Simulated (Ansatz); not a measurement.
```
CELL_PARAMETERS angstrom
      3.94976     0.00000     0.00000
      1.97488     3.42059     0.00000
      1.97488    -1.14020     3.10004
ATOMIC_POSITIONS crystal
  Mg 0.00000 0.00000 0.00000
  Se 0.00000 0.50000 0.50000
```

No spin polarisation.

Level of theory: PBEsol (Ansatz, a first-principles code; PAW; 420 eV plane waves; no spin-orbit coupling). Settings: 10×10×10 k-points, 0.05 eV Fermi–Dirac smearing.

Estimate the smallest direct gap.

2.02 eV.

What is the computed pressure (mean of the normal stresses, compression positive)?

-2.08 GPa.

The cells carry an imposed strain or load. Whether these cells are dynamically stable was not tested. The cell was made from MgSe in the rock salt structure (space group Fm-3m, No. 225) by this change: biaxial strain +2.50 %, plane normal [111], relaxed out of plane.
